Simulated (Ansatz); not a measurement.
Pressure series in CrCuO2

The parent structure is CrCuO2 (space group R-3m, No. 166; a = 2.9638 Å, c = 16.9204 Å (hexagonal axes); ferromagnetic).

Cell and atoms are relaxed at each pressure.

All numbers come from Kohn–Sham DFT with the PBEsol functional, run in Ansatz (a program for electronic structure) with PAW and 420 eV plane waves, no spin-orbit coupling.

Two rows of this table had their results exchanged by mistake.

| pressure | volume per atom (Å³) | shortest distance (Å) | band gap |
|---|---|---|---|
| pressure −2 GPa | 10.67 | 1.827 | 0.89 eV |
| pressure −1 GPa | 10.79 | 1.832 | 0.95 eV |
| pressure 0.9 GPa | 10.86 | 1.834 | 0.98 eV |
| pressure 2.1 GPa | 10.59 | 1.824 | 0.86 eV |
| pressure 4.5 GPa | 10.45 | 1.819 | 0.79 eV |
| pressure 9 GPa | 10.21 | 1.810 | 0.67 eV |
| pressure 15 GPa | 9.92 | 1.798 | 0.51 eV |

Question: Which two?

Answer: The rows for pressure −2 GPa and pressure 0.9 GPa: the volume has to fall steadily with pressure, so 10.86 Å³ belongs to pressure −2 GPa and 10.67 Å³ to pressure 0.9 GPa.

Load acts through the strain it causes; cell and atoms are relaxed under it. Stability against distortions was not tested. No other phases were tried under pressure. No Hubbard U is applied and the magnetic state is the run's own (CrCuO2 ferromagnetic); other magnetic orders, which need larger cells, were not tried and can change the gap. Where the two band edges lie in opposite spin channels, the gap is a spin-flip gap.
